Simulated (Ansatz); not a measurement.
**Several settings converged on CaPb (P4mm, 2 atoms in the cell)**

```yaml
crystal:
  lattice:
    - [3.58447, 0.00000, 0.00000]
    - [0.00000, 3.58447, 0.00000]
    - [0.00000, 0.00000, 4.65065]
  atoms:
    - { symbol: Ca, position: [0.00000, 0.00000, 0.01075] }
    - { symbol: Pb, position: [0.50000, 0.50000, 0.50000] }
```

Base method: PBEsol, default PAW files made with PBE (plane waves; Ansatz, a quantum-chemistry and plane-wave program).

Base settings: basis.ecutwfc = 420 eV; kpoints.mp_grid.grid = 9 9 7; hamiltonian.xc = pbesol; hamiltonian.pseudopotentials = {kind: paw} (the program's default PAW files); scf.occupations.method = gaussian; scf.occupations.width = 0.1 eV.

The count of work is k-points × plane waves × bands × iterations; it is no time. 

**The width of Fermi-Dirac smearing**

In this ladder: kpoints.mp_grid.grid = 15 15 12; scf.occupations.method = fermi_dirac.

Narrow widths need finer meshes than wide ones, so the last steps can hold mesh noise.

Only quantities that move along the ladder and can be compared are tabulated; pressure and forces are left out, as mesh noise rules them at narrow widths.

| scf.occupations.width | free energy less the last step's (meV/atom) | energy extrapolated to zero width less the last step's (meV/atom) |
|---|---|---|
| 1 eV | -979.91 | 59.38 |
| 0.5 eV | -211.30 | 25.74 |
| 0.3 eV | -67.07 | 5.71 |
| 0.2 eV | -27.40 | 1.08 |
| 0.1 eV | -5.37 | 0.07 |
| 0.05 eV | 0.00 | 0.00 |

Widest scf.occupations.width that holds the free energy within 5 meV/atom: not settled: the last two steps still differ by 5.4 meV/atom, over half the tolerance, so the ladder does not show it.

Widest scf.occupations.width that holds the energy extrapolated to zero width within 2 meV/atom of the last step, with all finer ones: 0.2 eV; the step before is off by 5.7 meV/atom.

The extrapolation to zero width removes most of the smearing's effect on the energy.

**The width of Methfessel-Paxton smearing**

In this ladder: kpoints.mp_grid.grid = 15 15 12; scf.occupations.method = methfessel_paxton.

Narrow widths need finer meshes than wide ones, so the last steps can hold mesh noise.

Only quantities that move along the ladder and can be compared are tabulated; pressure and forces are left out, as mesh noise rules them at narrow widths.

| scf.occupations.width | free energy less the last step's (meV/atom) |
|---|---|
| 1 eV | 13.74 |
| 0.5 eV | 0.67 |
| 0.3 eV | 0.17 |
| 0.2 eV | 0.25 |
| 0.1 eV | 0.14 |
| 0.05 eV | 0.00 |

Widest scf.occupations.width that holds the free energy within 1 meV/atom of the last step, with all finer ones: 0.5 eV; the step before is off by 14 meV/atom.

**The mesh under tetrahedron occupations**

In this ladder: scf.occupations.method = tetrahedron; scf.occupations.width = default.

Only quantities that move along the ladder and can be compared are tabulated.

```csv
kpoints.mp_grid.grid,free energy less the last step's (meV/atom),pressure (GPa),largest difference of a force vector from the last step's (eV/Å),count of work / last
4 4 3,137.68,-1.47,0.017,0.018
5 5 4,58.80,-1.50,0.011,0.032
6 6 5,1.00,-1.66,0.006,0.051
7 7 6,-0.33,-1.61,0.009,0.058
9 9 7,3.43,-1.59,0.004,0.087
11 11 9,2.43,-1.58,0.003,0.18
14 14 11,0.85,-1.57,0.000,0.36
17 17 13,-0.02,-1.58,0.000,0.53
21 21 17,0.00,-1.57,0.000,1.0
```

Coarsest kpoints.mp_grid.grid that holds the pressure within 0.05 GPa of the last step, with all finer ones: 7 7 6, at 0.058 of the last step's count of work; the step before is off by 0.09 GPa.

Coarsest kpoints.mp_grid.grid that holds the free energy within 2 meV/atom of the last step, with all finer ones: 14 14 11, at 0.36 of the last step's count of work; the step before is off by 2.4 meV/atom.

Coarsest kpoints.mp_grid.grid that holds the forces within 0.005 eV/Å of the last step, with all finer ones: 9 9 7, at 0.087 of the last step's count of work; the step before is off by 0.009 eV/Å.

On the base run: the starting cell comes from a database of computed structures (which also holds hypothetical and non-ambient phases and stackings), without a prior relaxation at this level. Its lattice was rescaled by up to half a per cent. One atom was moved a little off its site on purpose. Ansatz's pressure includes its estimate of the finite-basis (Pulay) stress.

Left out of this page: 4 runs of the series outside the window shown, repeating another row's setting, or not comparable.

Keys are those of Ansatz 0.2.
